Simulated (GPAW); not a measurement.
Worked example: self-consistent single point of SbPbBrO2 (I4mm, 5 atoms in the cell) in GPAW.

Level of theory: LDA (Perdew-Wang 92), GPAW PAW datasets LDA (gpaw-data 1.0.1) (plane waves; GPAW 25.7.0).

```
CELL_PARAMETERS angstrom
     -1.96596     1.96596     6.50143
      1.96596    -1.96596     6.50143
      1.96596     1.96596    -6.50143
ATOMIC_POSITIONS crystal
  Sb 0.32895 0.32895 0.00000
  Pb 0.63881 0.63881 0.00000
  Br 0.99801 0.99801 0.00000
  O  0.75502 0.25502 0.50000
  O  0.25502 0.75502 0.50000
```

Reference input (self-consistent single point, DFT LDA (Perdew-Wang 92), plane waves, GPAW PAW datasets LDA (gpaw-data 1.0.1)): mode = pw; ecut = 900 eV; xc = LDA; kpts = 7 7 7; mesh shift (steps) = 0 0 0; occupations.name = fermi-dirac; occupations.width = 0 eV; nbands = -4; convergence.bands = -2; symmetry.symmorphic = false; symmetry.tolerance = 0.0005; maxiter = 150. This run's input differs from it in these lines:

```diff
@@ -17,3 +17,3 @@
             xc='LDA',
-            kpts=(7, 7, 7),
+            kpts={'size': (4, 4, 4), 'gamma': True},
             occupations={'name': 'fermi-dirac', 'width': 0.0},
```

Log, with long lists cut:

```
     iter     time        total  log10-change:
                         energy   eigst   dens
iter:   1 --:--:--   -33.072546   +0.71
iter:   2 --:--:--   -31.976408   -0.06  -1.04
iter:   3 --:--:--   -29.755515   -0.18  -1.11
iter:   4 --:--:--   -29.718812   -1.09  -1.38
iter:   5 --:--:--   -29.801510   -0.76  -1.45
iter:   6 --:--:--   -29.613203   -1.30  -1.67
iter:   7 --:--:--   -29.643534   -1.11  -1.90
iter:   8 --:--:--   -29.558540   -2.23  -1.96
iter:   9 --:--:--   -29.558558   -3.19  -2.53
iter:  10 --:--:--   -29.558098c  -3.66  -2.73
iter:  11 --:--:--   -29.557831c  -3.79  -2.86
   [... lines left out ...]
iter:  16 --:--:--   -29.557722c  -5.31  -3.64
iter:  17 --:--:--   -29.557712c  -5.45  -3.74
iter:  18 --:--:--   -29.557710c  -5.51  -4.06c
iter:  19 --:--:--   -29.557710c  -5.87  -4.41c
iter:  20 --:--:--   -29.557710c  -5.86  -4.44c
iter:  21 --:--:--   -29.557710c  -6.06  -4.44c
iter:  22 --:--:--   -29.557710c  -6.47  -4.47c
   [... 4 lines left out ...]
iter:  27 --:--:--   -29.557710c  -6.69  -4.86c
iter:  28 --:--:--   -29.557710c  -6.40  -4.94c
iter:  29 --:--:--   -29.557710c  -7.37  -4.96c
iter:  30 --:--:--   -29.557710c  -7.32  -5.22c
iter:  31 --:--:--   -29.557710c  -7.60c -5.26c
Converged after 31 iterations.

Dipole moment: (-0.000000, -0.000000, -0.920041) |e|*Ang

Energy contributions relative to reference atoms: (reference = -817971.730462)

Kinetic:        +22.861833
Potential:      -25.097893
External:        +0.000000
XC:             -27.622911
Entropy (-ST):   +0.000000
Local:           +0.301261
SIC:             +0.000000
--------------------------
Free energy:    -29.557710
Extrapolated:   -29.557710

Showing only first 2 kpts
 Kpt  Band  Eigenvalues  Occupancy
  0    22      3.40002    2.00000
  0    23      3.99199    2.00000
  0    24      6.32180    0.00000
  0    25      8.79538    0.00000

  1    22      4.03023    2.00000
  1    23      4.17171    2.00000
  1    24      6.91615    0.00000
  1    25      8.60256    0.00000

Fermi level: 5.30203

Gap: 1.429 eV
Transition (v -> c):
   [... lines left out ...]
Direct gap: 2.231 eV
   [... lines left out ...]
Energy (eV): -29.55771

Forces in eV/Ang:
  0 Sb    0.00000    0.00000   -0.70291
  1 Pb    0.00000    0.00000    0.61227
  2 Br    0.00000   -0.00000    0.13278
  3 O     0.00000    0.00000   -0.02102
  4 O     0.00000    0.00000   -0.02102

Stress tensor:
     0.044602     0.000000    -0.000000
     0.000000     0.044602    -0.000000
    -0.000000    -0.000000     0.034406
Stress (GPa, Voigt): [ 7.1461  7.1461  5.5124 -0.     -0.      0.    ]
```

The run converged in 31 iterations. GPAW prints stress with tension positive. Against the reference run the free energy goes up by 1.3 meV/atom, the largest force goes from 0.726 to 0.703 eV/Å and the gap on the mesh goes from 1.367 to 1.429 eV.

At such cutoffs GPAW's stress carries a finite-basis (Pulay) error, which enters relaxed cells too; its log prints stress with tension positive.

The starting cell comes from a database of computed structures (which also holds hypothetical and non-ambient phases and stackings), without a prior relaxation at this level. Spin-orbit coupling is off. Another mesh or the band path of this cell gives a smaller gap, so this value is not converged in the mesh.

Cost on one core of a shared machine: roughly 2 min.
